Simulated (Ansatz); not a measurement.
MgB2 under a change: uniaxial strain ε_zz = −3.00 %

Take MgB2 (space group P6/mmm, No. 191; a = 3.064 Å, c = 3.498 Å; relaxed with 0.1 eV smearing) as the base. Axes: x lies along a and z along c of the hexagonal cell.

It is then changed as follows: uniaxial strain ε_zz = −3.00 %, all other strain components held at zero; the atoms relax in the strained cell.

Computed with plane-wave PAW DFT at the PBEsol level (Ansatz, an electronic-structure program, 420 eV), no spin-orbit coupling. Γ-centred 22×22×17 mesh, Fermi–Dirac width 0.1 eV.

```csv
quantity,base,changed,shift
volume per atom,9.48 Å³,9.19 Å³,-0.284 Å³
space group,P6/mmm (No. 191),P6/mmm (No. 191),–
energy relative to the base (free energy F),0 meV/atom,+7.3 meV/atom,+7.3 meV/atom
"pressure (mean of the normal stresses, compression positive)",0.0 GPa,3.7 GPa,+3.7 GPa
band gap,zero,zero,–
"stress (xx, yy, zz, yz, xz, xy; compression positive)",–,"(1.4, 1.4, 8.3, 0.0, 0.0, 0.0) GPa",–
```

Cost of the whole job for the changed cell (relaxation, final SCF and bands): roughly 6 core-seconds.

Whether these cells are dynamically stable was not tested. All final runs are without spin polarisation.
